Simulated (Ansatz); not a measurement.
CH3 on the 1x1 (0001) surface of hcp Co, ferromagnetic, one in a 2x2 cell, energies for each (21.5 Å²). Energies are against CH4(g) − ½ H2(g), without zero-point or thermal terms; each row is named by its start.

Calculation: PBE (plane waves to 420 eV, PAW; Ansatz, an electronic-structure program).

Model: 20-atom slab, 6.0 Å thick at the start under the adsorbate (thin: gaps and levels are the slab's own), 7x7x1 mesh, Fermi-Dirac 0.1 eV, dipole correction, 8 atoms held, the rest relaxed; each run with such symmetry as its start has; spin-polarised, no spin-orbit, no U, no dispersion correction.

A negative adsorption energy means that the adsorbate is more stable on the surface than in its reference. Starts that drift may end in the same place. Heights count from the host atoms within 0.3 Å of the top one.

```json
[
 {"starting site": "top Co", "E_ads (eV)": "(withheld)", "height (Å)": "2.12", "nearest host atom (Å)": "Co 2.00", "bonded to": "Co", "Δ work function (eV)": "-0.50", "lateral drift (Å)": "0.0", "moment (μB)": "26.3"},
 {"starting site": "hollow Co-Co-Co", "E_ads (eV)": "0.53", "height (Å)": "1.63", "nearest host atom (Å)": "Co 2.15", "bonded to": "3 Co", "Δ work function (eV)": "-1.36", "lateral drift (Å)": "0.0", "moment (μB)": "26.4"},
 {"starting site": "hollow Co-Co-Co over Co at depth 2.0 Å", "E_ads (eV)": "0.53", "height (Å)": "1.63", "nearest host atom (Å)": "Co 2.15", "bonded to": "3 Co", "Δ work function (eV)": "-1.35", "lateral drift (Å)": "0.0", "moment (μB)": "26.5"},
 {"starting site": "bridge Co-Co (span 2.5 Å)", "E_ads (eV)": "0.53", "height (Å)": "1.63", "nearest host atom (Å)": "Co 2.15", "bonded to": "3 Co", "Δ work function (eV)": "-1.36", "lateral drift (Å)": "0.7", "moment (μB)": "26.4"}
]
```

Problem. Fill in the missing entries.

Solution. 
- top Co, E_ads (eV): 0.98
